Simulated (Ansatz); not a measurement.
## SiO2: response to strain

The reference is SiO2 in the rutile structure (space group P4_2/mnm, No. 136; a = 4.236 Å, c = 2.690 Å). Axes: x, y, z lie along a, b, c of the conventional cell.

Strains are applied to the cell and any free atomic positions relax; under biaxial strain the out-of-plane vector relaxes too.

The values are results of DFT with PBE, PAW potentials and a 420 eV plane-wave cutoff in Ansatz (a first-principles code), no spin-orbit coupling, earlier PAW set, not measurements.

Notes on the quantities. pressure: mean of the normal stresses, compression positive.

| variant | band gap | electron mass | pressure | volume per atom |
|---|---|---|---|---|
| base | 5.05 eV | 0.36 mₑ along c, 0.45 mₑ across (at Γ) | -0.01 GPa | 8.04 Å³ |
| biaxial strain −2.45 %, plane normal [001], relaxed out of plane | 5.45 eV | 0.36 mₑ out of plane, 0.49 mₑ in plane (at Γ) | 8.87 GPa | 7.76 Å³ |
| biaxial strain +1.06 %, plane normal [001], relaxed out of plane | 4.90 eV | 0.36 mₑ out of plane, 0.44 mₑ in plane (at Γ) | -2.97 GPa | 8.17 Å³ |
| biaxial strain +1.25 %, plane normal [001], relaxed out of plane | 4.88 eV | 0.36 mₑ out of plane, 0.44 mₑ in plane (at Γ) | -3.45 GPa | 8.20 Å³ |
| biaxial strain +4.78 %, plane normal [001], relaxed out of plane | 4.51 eV | 0.36 mₑ out of plane, 0.40 mₑ in plane (at Γ) | -9.62 GPa | 8.65 Å³ |
| isotropic strain −0.91 % | 5.49 eV | 0.38 mₑ along c, 0.48 mₑ across (at Γ) | 8.11 GPa | 7.83 Å³ |
| isotropic strain −0.62 % | 5.35 eV | 0.38 mₑ along c, 0.47 mₑ across (at Γ) | 5.41 GPa | 7.90 Å³ |
| isotropic strain +0.92 % | 4.63 eV | 0.35 mₑ along c, 0.43 mₑ across (at Γ) | -7.18 GPa | 8.27 Å³ |
| isotropic strain +1.90 % | 4.20 eV | 0.33 mₑ along c, 0.40 mₑ across (at Γ) | -13.79 GPa | 8.51 Å³ |

Effective masses come from finite differences of ±0.01 Å⁻¹. Whether these cells are dynamically stable was not tested.
